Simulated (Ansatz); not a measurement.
For wurtzite BN (high-pressure phase), PBE (Ansatz, an electronic-structure program, plane waves, PAW) gives:

- lattice constant a = 2.555 Å
- lattice parameter c = 4.224 Å
- cohesive energy = 6.92 eV/atom
- band gap at the measured cell = 5.22 eV

What does Hartree–Fock (Ansatz, PAW) give for the same quantities?


- lattice constant a: 2.538 Å (shrinks by 0.7 %)
- lattice parameter c: 4.192 Å (shrinks by 0.8 %)
- cohesive energy: 4.70 eV/atom (decreases by 2.22 eV/atom)
- band gap at the measured cell: 14.46 eV (increases by 9.24 eV)

For comparison: lattice constant a 2.55 Å (measured, temperature not stated, no zero-point or thermal correction; as tabulated in Doll et al. (2008), arXiv:0810.5476); lattice parameter c 4.2 Å (measured, temperature not stated, not corrected to a static lattice; as tabulated in Doll et al. (2008), arXiv:0810.5476).

Changes are worked out from the printed values.

Unless a cell is named, each level is at its own relaxed cell (PBE 5.97, Hartree–Fock 5.84 Å³/atom).

Density-functional gaps are differences of (generalised) Kohn–Sham levels.

Ansatz's density-functional and Hartree–Fock values are scalar-relativistic unless marked +SOC, with PAW data made under PBE.
